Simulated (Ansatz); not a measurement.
Start from CdSe in the zinc blende structure (space group F-43m, No. 216; a = 6.1332 Å). Axes: x, y, z lie along the cube axes.

Method: DFT with r2SCAN, PAW potentials and a 500 eV plane-wave cutoff in Ansatz (a quantum-chemistry and plane-wave program), no spin-orbit coupling.

Strains are applied to the cell and any free atomic positions relax.

One change was made to it. Results:

The band gap drops by 0.09 eV (1.04 eV → 0.95 eV); the gap character remains direct at Γ; the valence-band top at Γ (three highest levels, from the VBM) goes from 0.00, 0.00, 0.00 eV to 0.00, -0.09, -0.15 eV.

Q: Which change produced these results?
(A) tensor shear ε_xy = +0.86 %
(B) tensor shear ε_xy = +1.71 %
(C) tensor shear ε_xy = +0.57 %
(D) tensor shear ε_xy = +0.29 %

A: B, tensor shear ε_xy = +1.71 %. For comparison, the band gap in the other runs: tensor shear ε_xy = +0.86 % gives 1.00 eV; tensor shear ε_xy = +0.57 % gives 1.01 eV; tensor shear ε_xy = +0.29 % gives 1.03 eV.

Whether these cells are dynamically stable was not tested. k-point labels follow each cell's own Brillouin zone.
